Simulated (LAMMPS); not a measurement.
Simulation of Cu3Au (L1_2), 4000 atoms, at 1440 K and 0 GPa, heated as the crystal.

Method: classical MD, pair style eam, the elements' _u3.eam files (universal-3 set of Foiles, Baskes and Daw), run in LAMMPS.

- state found: liquid
- density: 10.860 ± 0.002 g/cm³
- volume per atom: 14.817 ± 0.002 Å³/atom
- enthalpy per atom: -3.1724 ± 0.0004 eV/atom
- first peak of g(r), Au-Cu: 2.61 Å, height 2.7
- coordination number of Au by Cu: 10.9 (counted to 3.70 Å)
- coordination number of Cu by Au: 3.63 (counted to 3.70 Å)
- first peak of g(r), Cu-Cu: 2.50 Å, height 2.6
- coordination number of Cu by Cu: 9.2 (counted to 3.58 Å)
- first peak of g(r), Au-Au: 2.76 Å, height 1.9
- coordination number of Au by Au: 3.34 (counted to 3.86 Å)
- most common Au-Cu-Cu angle: at the 3° bin centred on 55.5°, after smoothing over three bins (mean of all 95°)
- most common Cu-Cu-Cu angle: at the 3° bin centred on 55.5°, after smoothing over three bins (mean of all 96°)
- self-diffusion coefficient of Au (not corrected for cell size): (3.8 ± 0.2) × 10^-5 cm²/s
- self-diffusion coefficient of Cu (not corrected for cell size): (4.19 ± 0.03) × 10^-5 cm²/s
- mean frequency of the vibrational (phonon) density of states: 3.5 THz
- cost: very roughly 4 core-minutes

Potential: the _u3.eam files of the LAMMPS distribution; the Cu file's header cites Foiles et al, Phys Rev B, 33, 7983 (1986).

Caution: a run this short can hold a crystal over, or a liquid under, the potential's own melting point, which these runs don't give.

States go by the mean squared displacement: a species diffuses where it passes 1.5 Å², still rises and gives D over 1e-6 cm²/s; a crystal has left its structure where atoms lie 0.35 Å off their sites on average or a cubic box changes its shape by 3 %, or the axial ratios of another lie 8 % off the starting cell's, which the potential's own relaxation can also do.

Errors of D are the spread over four groups of atoms in one short run; a floor of about 5 %, a picked value, is safer.

Uncertainties are statistical and leave out the potential's own error.

```tsv
frequency (THz)	vibrational (phonon) density of states (1/THz), total	vibrational (phonon) density of states (1/THz), Au	vibrational (phonon) density of states (1/THz), Cu
0.06300	0.1285	0.0646	0.0639
0.3160	0.1298	0.0653	0.0645
0.5690	0.1353	0.0684	0.0669
0.8215	0.1455	0.0746	0.0710
1.075	0.1581	0.0811	0.0770
1.327	0.1688	0.0853	0.0835
1.580	0.1742	0.0853	0.0888
1.833	0.1749	0.0811	0.0938
2.085	0.1723	0.0734	0.0990
2.338	0.1688	0.0633	0.1054
2.591	0.1637	0.0534	0.1103
2.844	0.1565	0.0452	0.1113
3.096	0.1524	0.0387	0.1137
3.349	0.1508	0.0325	0.1183
3.602	0.1476	0.0265	0.1210
3.855	0.1424	0.0217	0.1207
4.107	0.1375	0.0182	0.1194
4.361	0.1347	0.0154	0.1193
4.613	0.1303	0.0128	0.1175
4.866	0.1238	0.0106	0.1132
5.119	0.1168	0.0091	0.1078
5.371	0.1093	0.0077	0.1016
5.624	0.1011	0.0063	0.0949
5.877	0.0926	0.0051	0.0875
6.130	0.0840	0.0042	0.0798
6.383	0.0753	0.0035	0.0718
6.636	0.0655	0.0028	0.0628
6.888	0.0559	0.0022	0.0537
7.141	0.0475	0.0018	0.0457
7.394	0.0400	0.0015	0.0386
7.646	0.0331	0.0012	0.0319
7.899	0.0270	0.0010	0.0260
8.152	0.0225	0.0008	0.0217
8.405	0.0189	0.0007	0.0183
8.657	0.0156	0.0005	0.0151
8.910	0.0129	0.0004	0.0125
9.163	0.0107	0.0004	0.0103
9.416	0.0088	0.0003	0.0084
9.669	0.0074	0.0003	0.0071
9.921	0.0063	0.0002	0.0061
10.17	0.0054	0.0002	0.0052
10.43	0.0047	0.0002	0.0045
10.68	0.0040	0.0001	0.0039
10.93	0.0035	0.0001	0.0033
11.19	0.0030	0.0001	0.0029
11.44	0.0026	0.0001	0.0025
11.69	0.0023	0.0001	0.0022
11.94	0.0020	0.0001	0.0019
12.20	0.0017	0.0001	0.0017
12.45	0.0015	0.0000	0.0014
```

```tsv
r (Å)	g(r), Au-Cu	g(r), Cu-Cu	g(r), Au-Au
1.900	0.000	0.000	0.000
1.940	0.000	0.002	0.000
1.980	0.001	0.008	0.000
2.020	0.006	0.028	0.000
2.060	0.017	0.069	0.000
2.100	0.037	0.150	0.000
2.140	0.086	0.326	0.003
2.180	0.204	0.587	0.010
2.220	0.322	0.912	0.013
2.260	0.559	1.33	0.068
2.300	0.858	1.68	0.092
2.340	1.20	2.03	0.112
2.380	1.58	2.33	0.203
2.420	1.93	2.46	0.408
2.460	2.17	2.54	0.540
2.500	2.45	2.64	0.775
2.540	2.60	2.53	1.01
2.580	2.70	2.46	1.08
2.620	2.72	2.32	1.31
2.660	2.65	2.20	1.52
2.700	2.53	1.95	1.81
2.740	2.44	1.84	1.86
2.780	2.35	1.63	1.82
2.820	2.10	1.55	1.79
2.860	1.92	1.38	1.91
2.900	1.79	1.23	1.89
2.940	1.59	1.15	1.78
2.980	1.51	1.04	1.62
3.020	1.35	0.940	1.52
3.060	1.23	0.912	1.48
3.100	1.15	0.826	1.37
3.140	1.04	0.770	1.32
3.180	0.979	0.742	1.24
3.220	0.918	0.693	1.12
3.260	0.833	0.652	1.09
3.300	0.773	0.624	1.05
3.340	0.745	0.604	0.913
3.380	0.692	0.602	0.893
3.420	0.661	0.573	0.811
3.460	0.643	0.565	0.802
3.500	0.642	0.568	0.747
3.540	0.609	0.555	0.710
3.580	0.586	0.563	0.754
3.620	0.581	0.599	0.677
3.660	0.586	0.590	0.647
3.700	0.592	0.571	0.703
3.740	0.613	0.621	0.617
3.780	0.595	0.626	0.627
3.820	0.592	0.666	0.604
3.860	0.603	0.691	0.598
3.900	0.651	0.699	0.636
3.940	0.663	0.734	0.618
3.980	0.696	0.764	0.630
4.020	0.693	0.810	0.685
4.060	0.730	0.831	0.730
4.100	0.770	0.872	0.774
4.140	0.779	0.922	0.727
4.180	0.817	0.943	0.755
4.220	0.867	0.988	0.821
4.260	0.897	1.00	0.850
4.300	0.949	1.04	0.838
4.340	0.965	1.09	0.927
4.380	1.00	1.12	0.943
4.420	1.06	1.16	0.905
4.460	1.09	1.18	1.03
4.500	1.11	1.19	1.01
4.540	1.15	1.22	1.10
4.580	1.14	1.22	1.14
4.620	1.18	1.25	1.11
4.660	1.18	1.25	1.18
4.700	1.22	1.26	1.20
4.740	1.22	1.26	1.16
4.780	1.22	1.27	1.27
4.820	1.25	1.25	1.25
4.860	1.25	1.25	1.29
4.900	1.25	1.24	1.29
4.940	1.25	1.25	1.27
4.980	1.23	1.21	1.30
5.020	1.21	1.19	1.25
5.060	1.22	1.17	1.29
5.100	1.19	1.13	1.22
5.140	1.17	1.11	1.19
5.180	1.15	1.11	1.22
5.220	1.13	1.08	1.21
5.260	1.11	1.05	1.17
5.300	1.09	1.03	1.17
5.340	1.06	1.00	1.13
5.380	1.03	0.962	1.11
5.420	1.02	0.956	1.10
5.460	1.00	0.937	1.02
5.500	0.963	0.927	1.05
5.540	0.955	0.905	1.04
5.580	0.948	0.885	0.969
5.620	0.926	0.875	0.983
5.660	0.885	0.861	0.942
5.700	0.881	0.853	0.909
5.740	0.871	0.846	0.956
5.780	0.864	0.834	0.902
5.820	0.865	0.836	0.933
5.860	0.860	0.844	0.888
5.900	0.840	0.848	0.866
5.940	0.837	0.843	0.833
5.980	0.850	0.848	0.841
```
